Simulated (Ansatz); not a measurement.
We consider rutile MgH₂, described by PBEsol-D3(BJ) (plane waves, PAW; Ansatz, a first-principles code).

Numerical settings: plane-wave cutoff 520 eV, 8×8×12 k mesh (along the axes of the cell as run), Fermi–Dirac smearing 0.01 eV, scalar-relativistic PAW data made under PBE.

Response to compression and expansion:

Shape and atoms are relaxed at each volume.

```csv
V (Å³/atom),P (GPa),direct gap at Γ (eV),smallest gap on the k mesh (eV),c (Å)
9.304,2.29,4.769,3.543,2.963
9.498,1.08,4.794,3.540,2.974
9.691,-0.02,4.821,3.537,2.985
9.885,-1.03,4.847,3.531,2.997
10.079,-1.95,4.875,3.526,3.008
```

The fundamental gap (3.49 eV at the equilibrium volume, with added k points) lies elsewhere than Γ–Γ.

Note: the bulk modulus comes from volumes at which shape and atoms were relaxed.
